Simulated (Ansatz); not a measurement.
**A short convergence ladder for ScCrC2 (P6_3/mmc, 8 atoms in the cell)**

```yaml
crystal:
  lattice:
    - [3.25612, 0.00000, 0.00000]
    - [-1.62806, 2.81988, 0.00000]
    - [0.00000, 0.00000, 9.03793]
  atoms:
    - { symbol: Sc, position: [0.00000, 0.00000, 0.50000] }
    - { symbol: Sc, position: [0.00000, 0.00000, 0.00000] }
    - { symbol: Cr, position: [0.33333, 0.66667, 0.25000] }
    - { symbol: Cr, position: [0.66667, 0.33333, 0.75000] }
    - { symbol: C, position: [0.33333, 0.66667, 0.83426] }
    - { symbol: C, position: [0.66667, 0.33333, 0.16574] }
    - { symbol: C, position: [0.66667, 0.33333, 0.33426] }
    - { symbol: C, position: [0.33333, 0.66667, 0.66574] }
```

Base method: LDA (PW92), default PAW files made with PBE (plane waves; Ansatz, a program for electronic structure).

Base settings: basis.ecutwfc = 30.9 Ry; kpoints.mp_grid.grid = 12 12 4; hamiltonian.xc = lda; hamiltonian.pseudopotentials = {kind: paw} (the program's default PAW files); scf.occupations.method = fermi_dirac; scf.occupations.width = 0.0073 Ry.

Core times come from one kind of shared machine, to one figure; runs under 30 s give none.

**Zone-centre phonons against the cutoff**

In this ladder: phonons.method = dfpt.

The mesh stays at the base's, so the ladder's end is converged at best in this setting alone.

Frequencies are those of the unrelaxed cell, without the LO-TO term of polar crystals.

Only quantities that move along the ladder and can be compared are tabulated.

```csv
basis.ecutwfc,highest zone-centre frequency (cm⁻¹),lowest optical frequency (cm⁻¹),core time / last (rough)
15.4 Ry,982.4,163.8,0.1
21.7 Ry,916.4,165.1,0.2
26.1 Ry,887.5,165.3,0.3
30.9 Ry,883.5,165.4,0.4
37.1 Ry,883.7,165.4,1
```

Coarsest basis.ecutwfc that holds the highest zone-centre frequency within 5 cm⁻¹ of the last step, with all finer ones: 26.1 Ry, at about 0.3 of the last step's time; the step before is off by 33 cm⁻¹.

Coarsest basis.ecutwfc that holds the lowest optical frequency within 1 cm⁻¹ of the last step, with all finer ones: 21.7 Ry, at about 0.2 of the last step's time; the step before is off by 1.6 cm⁻¹.

On the base run: the starting cell comes from a database of computed structures (which also holds hypothetical and non-ambient phases and stackings), without a prior relaxation at this level. Its lattice was rescaled by up to half a per cent. Spin polarisation is off. In the base run, with a pressure of about -13 GPa the cell is away from its equilibrium volume at this level.

Keys are those of Ansatz 0.2.
